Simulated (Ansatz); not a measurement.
Results of PBE0 (plane waves, PAW; Ansatz, a program for electronic structure) for TaAs (I4₁md, No. 109, 4 atoms in the cell; start mp-1936).

Excerpt of the program's output:

```
WARN output.stress: scf.exx.energy_threshold = 1e-6 eV is looser than the 4e-8 eV advised for a stress under a hybrid functional (1e-8 eV for each atom of the …
Crystal: 4 atoms, lattice volume = 68.096 Å³
Basis set: ecut = 460 eV, 1501 PW (Γ), FFT grids on a1+a3, a2+a3, a3, exchange–correlation on 48×48×90 points (8 copies of the dense FFT grid, shifted against one another)
Bands: 34, of which v1, the nominal top of the filled ones, is band 28 counted from 1 (27 counted from 0)
Symmetry: 8 space group operations
Space group: I41md (ITA 109), of the structure as read, at distance tolerance 4.1e-5 Å
k-points: 102 of 1000 (time reversal used)
Initial density: superposition of atomic densities (chi_scale 0.1, normalization cell, long waves kept (reshape's long-wave potential 0.00 eV rms))
Functional: x = pbe(κ = 0.804, μ = 0.2195149727645171), c = pbe(β = 0.06672455060314922), warm-up for x = 0.75 pbe(κ = 0.804, μ = 0.2195149727645171) + 0.25 exact, c = pbe(β = 0.06672455060314922)
SCF iter   1: F=—  HF=-29581.198845 eV  |F-HF|=—  |Δ(HF+E_count)|=         —  Δρ=4.33e-2  dr2=1.33e0
SCF iter   2: F=—  HF=-29580.891471 eV  |F-HF|=—  |Δ(HF+E_count)|=   3.07e-1  Δρ=1.61e-2  dr2=1.09e-1
  ...
SCF 1 converged in 10 iterations: F = -29580.876209 eV  dr2 = 1.41e-10
Crystal: 4 atoms, lattice volume = 68.096 Å³
Initial density: handed on by an earlier stage of this run
Functional: x = 0.75 pbe(κ = 0.804, μ = 0.2195149727645171) + 0.25 exact, c = pbe(β = 0.06672455060314922)
SCF 2 converged in 8 iterations: F = -29579.772945 eV  dr2 = 7.66e-11
Crystal: 4 atoms, lattice volume = 68.096 Å³
SCF 3 converged in 6 iterations: F = -29579.792589 eV  dr2 = 1.83e-11
Crystal: 4 atoms, lattice volume = 68.096 Å³
Crystal: 4 atoms, lattice volume = 68.096 Å³
SCF 5 converged in 10 iterations: F = -29579.793335 eV  dr2 = 1.90e-11
Crystal: 4 atoms, lattice volume = 68.096 Å³
SCF iter   1: F=—  HF=-29579.793335 eV  |F-HF|=—  |Δ(HF+E_count)|=         —  Δρ=4.96e-7  dr2=2.49e-10
SCF iter   2: F=-29579.793335 eV  HF=-29579.793335 eV  |F-HF|=3.27e-11  |Δ(HF+E_count)|=   1.19e-8  Δρ=3.90e-7  dr2=6.78e-11
SCF 6 converged in 2 iterations: F = -29579.793335 eV  dr2 = 6.78e-11
WARN: the band table was not solved further …
Free energy (F): -29579.793335 eV
Internal energy: -29579.793335 eV  (E = F + TS)
E sigma→0 (E₀):  -29579.793335 eV
Fermi energy:    17.149372 eV
--- Forces (eV/Å), atoms counted from 1 ---
  atom   1  Ta     0.00000000    -0.00000000    -0.01645303
  atom   2  Ta    -0.00000000    -0.00000000    -0.01645303
  atom   3  As     0.00000000    -0.00000000     0.01644798
  atom   4  As    -0.00000000     0.00000000     0.01644798
--- Stress (GPa, compression-positive) ---
        1.449950       0.000000      -0.000000
        0.000000       1.449950       0.000000
       -0.000000       0.000000       2.309648
  P = ⅓ Tr σ = 1.7365 GPa (17.365 kbar)
```

Problem. Write an input file that could have produced this run (the log leaves some choices open).

Solution. Several could match; the one computed here: 
Ansatz 0.2 input:
```yaml
crystal:
  lattice:
    - [-1.7140755028, 1.7140755028, 5.7943164116]
    - [1.7140755028, -1.7140755028, 5.7943164116]
    - [1.7140755028, 1.7140755028, -5.7943164116]
  atoms:
    - { symbol: Ta, position: [0.5003007126, 1.0003007126, 0.5] }
    - { symbol: Ta, position: [0.7503007126, 0.7503007126, 0.0] }
    - { symbol: As, position: [0.0822992874, 0.5822992874, 0.5] }
    - { symbol: As, position: [0.3322992874, 0.3322992874, 0.0] }
basis:
  ecutwfc: 460
  ecutrho_ratio: 4
  xc_grid: 2
kpoints:
  mp_grid: { grid: [10, 10, 10] }
hamiltonian:
  xc: pbe0
  dispersion: none
  pseudopotentials: { azcp: { folder: ./paw }, kind: paw }
scf:
  occupations: { method: fermi_dirac, width: 0.01 }
  convergence: { dr2_threshold: 0.0000000004 }
output:
  forces: true
  stress: true
  eigenvalues: true
```

The PAW data were made under PBE.

Note: cell and atoms aren't relaxed at this level (pressure 1.7 GPa).

Computing time: roughly 18 core-minutes.

A start named mp-… is a Materials Project structure, which need not be a measured phase.
